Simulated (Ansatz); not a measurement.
Consider AlN in the wurtzite structure (space group P6_3mc, No. 186; a = 3.107 Å, c = 4.978 Å). Axes: x lies along a and z along c of the hexagonal cell.

Computed with Kohn–Sham DFT with the r2SCAN functional, run in Ansatz (a program for electronic structure) with PAW and 500 eV plane waves, spin-orbit coupling left out.

Strains are applied to the cell and any free atomic positions relax; under biaxial strain the out-of-plane vector relaxes too; under stress the whole cell relaxes.

One change was made to it. Results:

```json
[
 {"quantity": "band gap", "base": "4.88 eV", "after": "4.27 eV"},
 {"quantity": "valence-band top at Γ (three highest levels, from the VBM)", "base": "0.00, -0.22, -0.22 eV", "after": "0.00, -0.20, -0.20 eV"}
]
```

Problem. Which change produced these results?
A. biaxial strain +2.36 %, plane normal [001], relaxed out of plane
B. isotropic strain +2.31 %
C. uniaxial strain ε_zz = −3.17 %
D. uniaxial stress, 2 GPa tension along z

Solution. B, isotropic strain +2.31 %. For comparison, the band gap in the other runs: uniaxial strain ε_zz = −3.17 % gives 4.97 eV; uniaxial stress, 2 GPa tension along z gives 4.88 eV; biaxial strain +2.36 %, plane normal [001], relaxed out of plane gives 4.38 eV.

Stability under load was not tested beyond the relaxation.
